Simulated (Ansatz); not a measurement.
The starting structures come from a database of crystals and need not be the phases stable at ambient conditions.

 Where the default PAW files enter, the runs use the earlier of Ansatz's two default sets.

Inside the gap of an insulator the Bloch states are evanescent, with a wavenumber k + iκ along the transport direction.

Here is the system:

```
CELL_PARAMETERS angstrom
      5.72186     0.00000     0.00000
      1.10273     7.61273     0.00000
     -2.30956     3.80636     2.57051
ATOMIC_POSITIONS crystal
  Ca 0.00000 0.50000 0.00000
  Pd 0.00000 0.00000 0.00000
  F  0.15445 0.61551 0.60275
  F  0.84555 0.38449 0.39725
  F  0.55170 0.21826 0.71793
  F  0.44830 0.78174 0.28207
  F  0.83377 0.93619 0.67932
  F  0.16623 0.06381 0.32068
```

Space group of this cell: R-3. The cell is taken as given.

Transport runs along the normal of the first two printed cell vectors, the (110) plane of the conventional cell.

The gap is the functional's own. No spin-orbit coupling. Mid-gap values are interpolated on the energy grid.

Task: Give the band gap and the smallest decay constant κ at mid-gap that r2SCAN (Ansatz, a program for electronic structure) yields.

Result: Gap 2.67 eV on a 12×12×12 mesh; κ = 0.604 1/Å, at the zone centre.
